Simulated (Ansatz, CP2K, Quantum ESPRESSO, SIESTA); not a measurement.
Code comparison for MgCd3 (P1, 4 atoms in the cell)

Self-consistent single point, at a second geometry (atoms moved at random). First geometry:

```
CELL_PARAMETERS angstrom
     -1.59338     5.08691     2.65903
      1.59338    -5.08691     2.65903
      1.59338     5.08691    -2.65903
ATOMIC_POSITIONS crystal
  Mg 0.66564 0.66564 0.00000
  Cd 0.16875 0.66875 0.50000
  Cd 0.74811 0.99947 0.74864
  Cd 0.25083 0.99947 0.25136
```

Second geometry:
```xyz
4
Lattice="-1.5934 5.0869 2.6590 1.5934 -5.0869 2.6590 1.5934 5.0869 -2.6590" Properties=species:S:1:pos:R:3 pbc="T T T"
Mg    -0.0175    -0.0163     3.5247
Cd     1.5766     0.0111     0.8918
Cd     1.5941     2.5355     2.6257
Cd     1.6269    -2.5303     2.7076
```

Shared settings, as Ansatz (a program for electronic structure) writes them: kpoints.mp_grid.grid = 7 7 7; scf.occupations.method = fermi_dirac; scf.occupations.width = 0.05 eV. Potentials and cutoffs stand in the table.

| code | model | ΔF from the first geometry (meV/atom) | pressure (GPa) | largest force (eV/Å) | cutoff |
|---|---|---|---|---|---|
| Quantum ESPRESSO | PBEsol, GBRV 1.5 ultrasoft (PBESOL) pseudopotentials | 3.3 | -2.10 | 0.270 | 40 Ry |
| Ansatz | PBEsol, PAW files made with PBE | 3.2 | -1.90 | 0.265 | 420 eV |
| CP2K | PBEsol, GPW, DZVP-MOLOPT-SR-GTH basis, GTH-PBE potentials (GTH_POTENTIALS) | 4.7 | -0.57 | – | grid 1000 Ry |
| SIESTA | GGA PBEsol, numerical atomic orbitals DZP, PseudoDojo PBEsol standard norm-conserving potentials (rewritten from UPF to PSML) | 4.9 | -7.13 | 0.438 | grid 350 Ry |

Size of the force on each atom (eV/Å): Sizes of forces hide their directions.

```
code                Mg1    Cd2    Cd3    Cd4
----------------  -----  -----  -----  -----
Quantum ESPRESSO  0.123  0.103  0.240  0.270
Ansatz            0.123  0.101  0.235  0.265
SIESTA            0.228  0.162  0.387  0.438
```

A dash marks a value that a program does not give, or that is left out as unsure.

The spread over the programs that give each value: ΔF from the first geometry within 1.7 meV/atom; pressure within 6.56 GPa; largest force within 0.173 eV/Å.

CP2K and SIESTA use small atom-centred bases, whose incompleteness enters pressures, forces and empty levels differently from a plane-wave cutoff. Ansatz's pressure is given at a fixed set of plane waves, as the other plane-wave codes print theirs. In the pressure, CP2K (by 1.43) and SIESTA (by 5.13) lie more than 1 GPa from the median of the plane-wave programs. In the force vectors, SIESTA (by 0.210) lies more than 0.08 eV/Å from the median of the plane-wave programs.

The starting cell comes from a database of computed structures (which also holds hypothetical and non-ambient phases and stackings), without a prior relaxation at this level. Its lattice was rescaled by a random factor within 2.5 % of one. For this run, on top of that: atoms moved at random.

Keys are those of Ansatz 0.2.
